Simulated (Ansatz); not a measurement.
GdBr3 (C2/m, No. 12), treated with PBEsol (Ansatz, an electronic-structure program, PAW).

Run with plane-wave cutoff 500 eV, 8×8×6 k mesh (along the axes of the cell as run), gaussian smearing 0.02 eV, spin-polarised start, scalar-relativistic PAW data made under PBE.

Cell (relaxed at this level):

```xyz
8
Lattice="3.6115 -6.2417 0.0023 3.6115 6.2417 0.0023 -2.3206 0.0000 6.6692" Properties=species:S:1:pos:R:3 pbc="T T T"
Gd     3.6115    -4.1619     0.0023
Gd     3.6115     4.1619     0.0023
Br     3.9402     0.0000     5.0515
Br     0.9621     0.0000     1.6224
Br     4.9231     2.2662     1.6046
Br    -0.0207    -2.2662     5.0692
Br    -0.0207     2.2662     5.0692
Br     4.9231    -2.2662     1.6046
```

Task: Estimate the band gap that the calculation returns.

Result: 
* **band gap**: 2.22 eV (on the SCF k mesh)

Note: the magnetic order was assumed, not searched for or taken from measurement; the cell comes from a level without a dispersion term, which matters for the spacing of layers, chains or molecules; the relaxation could not lower the start's symmetry, so the cell can be a saddle point above a distorted one; the 4f shell is treated without U or exact exchange, so its levels and filling can be wrong; the cell has widely spaced layers and the level no dispersion term, so their spacing and the moduli can rest on weak binding.

Spin–orbit coupling is not included.

Static lattice: no zero-point or thermal effects.
